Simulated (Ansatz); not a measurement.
**TiO$_{2}$ in the rutile structure (space group P4_2/mnm, No. 136)**

```cif
data_O4Ti2
_chemical_formula_sum 'Ti2 O4'
_space_group_name_H-M_alt 'P 1'
_space_group_IT_number 1
_cell_length_a 4.59673
_cell_length_b 4.59673
_cell_length_c 2.95369
_cell_angle_alpha 90.000
_cell_angle_beta 90.000
_cell_angle_gamma 90.000
loop_
_space_group_symop_operation_xyz
  'x, y, z'
loop_
_atom_site_label
_atom_site_type_symbol
_atom_site_fract_x
_atom_site_fract_y
_atom_site_fract_z
_atom_site_occupancy
Ti1 Ti 0.00000 0.00000 0.00000 1
Ti2 Ti 0.50000 0.50000 0.50000 1
O1 O 0.30461 0.30461 0.00000 1
O2 O 0.80461 0.19539 0.50000 1
O3 O 0.19539 0.80461 0.50000 1
O4 O 0.69539 0.69539 0.00000 1
```

All numbers come from r2SCAN, PAW, 500 eV (Ansatz, an electronic-structure program; scalar-relativistic without spin-orbit coupling). Settings: 7×7×11 k-points, 0.05 eV Fermi–Dirac smearing.

```yaml
volume_per_atom: 10.40 Å³
density: 4.25 g/cm³
band_gap: 2.22 eV, direct at Γ
electron_mass: 0.58 mₑ along c, 1.2 mₑ across
total_energy: -1215.430 eV/atom (σ→0; compares only within this code and set-up)
```

Masses are band curvatures over ±0.01 Å⁻¹ around the edge. Whether these cells are dynamically stable was not tested. All final runs are without spin polarisation.
